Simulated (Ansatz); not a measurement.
The reference is CuF$_{2}$ in the rutile structure (space group P4_2/mnm, No. 136; a = 4.658 Å, c = 3.094 Å; ferromagnetic; a hypothetical phase, not in the database extracts checked).

Method: Kohn–Sham DFT with the PBEsol functional, run in Ansatz (an electronic-structure program) with PAW and 420 eV plane waves, scalar-relativistic without spin-orbit coupling.

For the base:

* **c/a ratio**: 0.664
* **Lattice parameter a**: 4.658 Å

One thing is altered: every Cu is replaced by Ga; the structure is relaxed again.

Q: Predict the new c/a ratio.

A: The c/a ratio decreases by 0.0036 to 0.661.

Q: Predict the new lattice parameter a.

A: The lattice parameter a increases by 0.320 Å, from 4.658 Å to 4.978 Å.

No phonon test of stability was made. As relaxed here, GaF2 is a hypothetical phase, not in the database extracts checked. No Hubbard U is applied and the magnetic state is the run's own (CuF2 ferromagnetic); small cells can't hold the antiferromagnetic order that many such compounds have, so gaps and moments can be off. Spin-polarised in the final run: base; the other runs are not.
